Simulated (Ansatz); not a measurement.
**W: response to strain**

Take W in the bcc (W type) structure (space group Im-3m, No. 229; relaxed with 0.1 eV smearing) as the base.

```
CELL_PARAMETERS angstrom
     -1.59190     1.59190     1.59190
      1.59190    -1.59190     1.59190
      1.59190     1.59190    -1.59190
ATOMIC_POSITIONS crystal
  W  0.00000 0.00000 0.00000
```

Strains are applied to the cell and any free atomic positions relax.

All numbers come from PBE in Ansatz (plane waves to 420 eV, PAW, without spin-orbit coupling).

Notes on the quantities. energy relative to the base: free energy F.

| variant | energy relative to the base | pressure | volume per atom |
|---|---|---|---|
| base | 0 meV/atom | 0.0 GPa | 16.14 Å³ |
| isotropic strain −3.00 % | +136 meV/atom | 33.4 GPa | 14.73 Å³ |
| isotropic strain −1.50 % | +32 meV/atom | 15.1 GPa | 15.42 Å³ |
| isotropic strain −1.00 % | +14 meV/atom | 9.7 GPa | 15.66 Å³ |
| isotropic strain −0.50 % | +3.5 meV/atom | 4.7 GPa | 15.90 Å³ |
| isotropic strain +0.50 % | ___ | ___ | 16.38 Å³ |
| isotropic strain +1.00 % | +13 meV/atom | -8.5 GPa | 16.63 Å³ |
| isotropic strain +1.50 % | +29 meV/atom | -12.3 GPa | 16.87 Å³ |
| isotropic strain +2.00 % | +52 meV/atom | -15.9 GPa | 17.12 Å³ |
| isotropic strain +2.50 % | +79 meV/atom | -19.2 GPa | 17.38 Å³ |

Q: Some entries are withheld; estimate them.

A: 
- isotropic strain +0.50 %, energy relative to the base: +3.4 meV/atom
- isotropic strain +0.50 %, pressure: -4.4 GPa

Stability against distortions was not tested. The final runs are not spin-polarised.

Ansatz is a quantum-chemistry and plane-wave program.
